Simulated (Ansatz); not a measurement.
An Ansatz (an electronic-structure program) input (DFT with r2SCAN+rVV10, PAW potentials and a 500 eV plane-wave cutoff in Ansatz, spin-orbit coupling left out):

Ansatz 0.2 input:
```yaml
crystal:
  lattice:
    - [3.2998872591, 0, 0]
    - [-1.6499436295, 2.857786196, 0]
    - [0, 0, 13.151291624]
  atoms:
    - { symbol: W, position: [0.3333333333, 0.6666666667, 0.25] }
    - { symbol: W, position: [0.6666666667, 0.3333333333, 0.75] }
    - { symbol: Se, position: [0.3333333333, 0.6666666667, 0.6233620841] }
    - { symbol: Se, position: [0.6666666667, 0.3333333333, 0.1233620841] }
    - { symbol: Se, position: [0.6666666667, 0.3333333333, 0.3766379159] }
    - { symbol: Se, position: [0.3333333333, 0.6666666667, 0.8766379159] }
basis: { ecutwfc: 500, ecutrho_ratio: 4, xc_grid: 4, fft_grid_basis: typed }
kpoints: { mp_grid: { grid: [11, 11, 3] } }
hamiltonian:
  xc: r2scan
  dispersion: rvv10
  pseudopotentials: { kind: paw }
scf: { occupations: { method: fermi_dirac, width: 0.05 }, convergence: { dr2_threshold: 0.0000000006 } }
output: { forces: true, stress: true }
```

Task: Which symmetry and how many k-points will the program report, and about how many plane waves at Γ?

Result: Space group P63/mmc (ITA 194) with 24 operations, k-points 32 of 363, and 3107 plane waves at Γ.

Stability against distortions was not tested. The cell is WSe2 in the 2H-MoS2 type structure (space group P6_3/mmc, No. 194; layered, stacked along the Cartesian z axis).
